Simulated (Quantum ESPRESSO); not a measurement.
Quantum ESPRESSO run on TiSi₂ (Fddd, 6 atoms in the cell): self-consistent single point.

Level of theory: PBE, SSSP 1.1.2 efficiency (PBE) pseudopotentials (plane waves; Quantum ESPRESSO).

```xyz
6
Lattice="2.4060 0.0000 4.2923 2.4060 4.1459 0.0000 0.0000 4.1459 4.2923" Properties=species:S:1:pos:R:3 pbc="T T T"
Ti    -2.4060     4.1459    -4.2923
Ti    -3.6090     6.2189    -6.4385
Si    -2.4060     6.9438    -4.2923
Si    -2.4060     1.3480    -4.2923
Si    -1.2030     3.4210    -2.1462
Si    -1.2030     0.7250    -2.1462
```

Reference input (self-consistent single point, DFT, PBE, plane waves, SSSP 1.1.2 efficiency (PBE) pseudopotentials): ecutwfc = 50 Ry; ecutrho = 400 Ry; occupations = smearing; smearing = gauss; degauss = 0.019992 Ry; potentials = {Ti: ti_pbe_v1.4.uspp.F.UPF, Si: Si.pbe-n-rrkjus_psl.1.0.0.UPF}; K_POINTS = automatic 7 7 7 0 0 0; conv_thr = 1e-10 Ry; mixing_beta = 0.7. This run's input differs from it in these lines:

```diff
@@ -36,3 +36,3 @@
 K_POINTS automatic
-7 7 7  0 0 0
+4 4 4  0 0 0
```

Output (repeated stretches shortened):

```
     Self-consistent Calculation

     iteration #  1     ecut=    50.00 Ry     beta= 0.70

     Threshold (ethr) on eigenvalues was too large:
     Diagonalizing with lowered threshold

     negative rho (up, down):  1.849E-03 0.000E+00

     total energy              =    -284.33718113 Ry
     estimated scf accuracy    <       0.27652670 Ry

     iteration #  2     ecut=    50.00 Ry     beta= 0.70

     negative rho (up, down):  1.126E-03 0.000E+00

     total energy              =    -284.26419492 Ry
     estimated scf accuracy    <       0.68191584 Ry

     iteration #  3     ecut=    50.00 Ry     beta= 0.70

     negative rho (up, down):  1.006E-03 0.000E+00

     total energy              =    -284.42459479 Ry
     estimated scf accuracy    <       0.08426233 Ry

   [... 8 blocks of this kind left out ...]

     iteration # 12     ecut=    50.00 Ry     beta= 0.70
     c_bands:  1 eigenvalues not converged

     negative rho (up, down):  9.228E-04 0.000E+00

     total energy              =    -284.43364401 Ry
     estimated scf accuracy    <          7.0E-10 Ry

     iteration # 13     ecut=    50.00 Ry     beta= 0.70

     negative rho (up, down):  9.229E-04 0.000E+00
     End of self-consistent calculation

     the Fermi energy is    12.4243 ev

!    total energy              =    -284.43364401 Ry
     estimated scf accuracy    <          3.6E-11 Ry
     smearing contrib. (-TS)   =      -0.00497467 Ry
     internal energy E=F+TS    =    -284.42866934 Ry

     convergence has been achieved in  13 iterations

     negative rho (up, down):  9.229E-04 0.000E+00

     Forces acting on atoms (cartesian axes, Ry/au):

     atom    1 type  1   force =     0.00000000    0.00000000    0.00000000
     atom    2 type  1   force =     0.00000000    0.00000000    0.00000000
     atom    3 type  2   force =     0.00000000   -0.00298216    0.00000000
     atom    4 type  2   force =     0.00000000    0.00298216    0.00000000
     atom    5 type  2   force =     0.00000000    0.00298216    0.00000000
   [... lines left out ...]
     Total force =     0.005964     Total SCF correction =     0.000000
   [... lines left out ...]

     negative rho (up, down):  9.229E-04 0.000E+00
          total   stress  (Ry/bohr**3)                   (kbar)     P=       -9.55
  -0.00004032   0.00000000   0.00000000           -5.93        0.00        0.00
   0.00000000  -0.00002914   0.00000000            0.00       -4.29        0.00
   0.00000000   0.00000000  -0.00012527            0.00        0.00      -18.43

   JOB DONE.
```

The run converged in 13 iterations. Against the reference run the free energy falls by 9.0 meV/atom, the pressure goes from -0.84 to -0.95 GPa and the largest force goes from 0.003 to 0.077 eV/Å.

The starting cell comes from a database of computed structures (which also holds hypothetical and non-ambient phases and stackings), without a prior relaxation at this level. Its lattice was rescaled by a random factor within 2.5 % of one. Spin polarisation is off.

Cost on one core of a shared machine: roughly 2 min.
